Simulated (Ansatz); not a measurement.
# What isotropic strain −2.50 % does to SiC

Consider SiC in the zinc blende structure (space group F-43m, No. 216; a = 4.3798 Å).

The change: the cell is scaled by 0.9750 in all directions; the atoms relax in the strained cell.

Level of theory: PBE, PAW, 420 eV (Ansatz, an electronic-structure program; without spin-orbit coupling). k-mesh 13×13×13 (Γ-centred); smearing 0.05 eV (Fermi–Dirac).

| quantity | base | changed | shift |
|---|---|---|---|
| volume per atom | 10.50 Å³ | 9.73 Å³ | -0.77 Å³ |
| shortest interatomic distance | 189.6 pm | 184.9 pm | -4.7 pm |
| energy relative to the base (free energy F) | 0 meV/atom | +42 meV/atom | +42 meV/atom |
| band gap | 1.37 eV | 1.30 eV | -0.07 eV |
| gap character | indirect, Γ → X | indirect, Γ → X | – |
| smallest direct gap | 4.53 eV | 4.61 eV | +0.08 eV |
| mean gap deformation potential ΔEg/Δln V | – | +1.0 eV | – |
| width of the top valence band | 4.63 eV | 4.92 eV | +0.297 eV |
| electron mass | 0.68 mₑ along k, 0.23 mₑ across (at X) | 0.65 mₑ along k, 0.22 mₑ across (at X) | – |
| hole mass (degenerate bands, along [100]) | 0.36, 0.59, 0.59 mₑ (at Γ) | 0.30, 0.60, 0.60 mₑ (at Γ) | – |

Final structure:

```
SiC
1.0
    0.00000     2.13513     2.13513
    2.13513     0.00000     2.13513
    2.13513     2.13513     0.00000
Si C
1 1
Direct
  0.00000   0.00000   0.00000
  0.25000   0.25000   0.25000
```

Cost of the whole job for the changed cell (relaxation, final SCF and bands): very roughly 7 core-seconds.

Masses are band curvatures over ±0.01 Å⁻¹ around the edge. Along k means along the line from Γ to the band edge. No phonon test of stability was made.
